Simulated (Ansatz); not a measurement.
The parent structure is Zn in the hcp (Mg type) structure (space group P6_3/mmc, No. 194; a = 2.6129 Å, c = 4.7815 Å; relaxed with 0.1 eV smearing). Axes: x lies along a and z along c of the hexagonal cell.

All numbers come from plane-wave PAW DFT at the PBEsol level (Ansatz, a first-principles code, 420 eV), no SOC.

Before the change:

The pressure comes out as 0.0 GPa. The shortest interatomic distance is 2.613 Å.

The change: the cell is stretched by 3.00 % along z with no lateral relaxation, atoms relaxed at fixed cell.

Q: Predict the new energy relative to the base, pressure and shortest interatomic distance.

A: The energy goes up by 3.4 meV/atom; the pressure (mean of the normal stresses, compression positive) goes from zero to -1.8 GPa; the shortest interatomic distance stays 2.613 Å.

The cells carry an imposed strain or load. Stability against distortions was not tested.
